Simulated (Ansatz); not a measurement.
**Spinel Na₂WO₄: properties by level of theory**

Reference values: lattice constant a 9.130 Å (measured, 298 K, copied from a table, unchecked, no zero-point or thermal correction; as tabulated in Acta Crystallographica Section E 71, 592 (2015)).

```tsv
level (code)	lattice constant a (Å)	enthalpy of formation (eV/atom)
LDA (Ansatz)	8.931	(withheld)
r²SCAN (Ansatz)	9.089	-2.339
r²SCAN+rVV10 (Ansatz)	9.036	-2.357
```

Question: Complete the blanks.

Answer: 
- LDA (Ansatz, an electronic-structure program), enthalpy of formation (eV/atom): -2.378

Ansatz's density-functional and Hartree–Fock values are scalar-relativistic unless marked +SOC, with PAW data made under PBE.

Static lattice: no zero-point or thermal effects.
